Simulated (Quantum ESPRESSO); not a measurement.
# σyy against uniaxial strain in Cu3Au-type Al3Sc (space group 221): C12 (Quantum ESPRESSO, PBEsol)

```
CELL_PARAMETERS angstrom
      4.00795     0.00000     0.00000
      0.00000     4.06899     0.00000
      0.00000     0.00000     4.06899
ATOMIC_POSITIONS crystal
  Sc 0.00000 0.00000 0.00000
  Al 0.00000 0.50000 0.50000
  Al 0.50000 0.00000 0.50000
  Al 0.50000 0.50000 0.00000
```

Level of theory: PBEsol, GBRV 1.5 ultrasoft (PBESOL) pseudopotentials (plane waves; Quantum ESPRESSO). Settings: ecutwfc = 65 Ry; ecutrho = 520 Ry; occupations = smearing; smearing = fd; degauss = 0.0036749 Ry; potentials = {Sc: sc_pbesol_v1.uspp.F.UPF, Al: al_pbesol_v1.uspp.F.UPF}; K_POINTS = automatic 16 16 16 0 0 0; conv_thr = 1e-10 Ry; mixing_beta = 0.3. The cell above is the first row's. The rows stretch one cube axis (x) by the strain ε and hold the other two. Stress is positive in tension. In all rows fractional positions and the k mesh are held.

```csv
ε (%),σyy (GPa)
-1.5,-0.649
-1.0,-0.412
-0.5,-0.188
0.0,0.026
0.5,0.229
1.0,0.420
1.5,0.600
2.0,?
```

Taking a parabola for σyy over the 7 complete rows: Least squares gives σyy = 0.0262 + 0.41629·ε - 0.02248·ε². Residuals (row less fit): -0.0002, 0.0006, -0.0004, -0.0002, 0.0003, 0.0000, -0.0001; standard error 0.0004 (degrees of freedom: 4). The slope at ε = 0, 0.41629 GPa per cent, gives C12 ≈ 100 × 0.41629 = 42 GPa, for the static lattice.

Estimate the missing σyy (ε = 2.0); what did the run itself give?

σyy = 0.0262 + 0.41629 × 2.0 - 0.02248 × 2.0² = 0.7689 GPa. The calculation gives 0.777 GPa, 0.0081 GPa above the prediction (0.6 % of the range of σyy in the table). The row lies outside the fitted rows, so this is an extrapolation. From the scatter of the fitted rows alone, a prediction at this place has a standard error of 0.0008 GPa, so the miss is 10.7 times that.

Carrying the step between the two nearest rows on in a straight line would have given 0.780, off by 0.003; series whose last step already gives the withheld value aren't shown. The reference cell has the volume at which an earlier scan in this program and functional put its minimum by a fit. The runs keep the symmetry of the cell, so they don't test it for distortions. The unstrained cell stands at a pressure of -0.03 GPa, and the constants belong to that pressure. By symmetry this strain leaves no force on the atoms; the largest in the rows is 0.000 eV/Å. Without a gap such slopes are sensitive to mesh and smearing. Cutoffs and mesh are single choices, not tested for convergence of this quantity. Series with a scatter that would blur these digits, or in which a gap closes, are not shown. Strain series were run only where this level's volume lies within 10 % of a first guess from the measured size.

Terms beyond the fitted order, or numerical noise in single rows, can give a miss of this size; the table doesn't tell which.
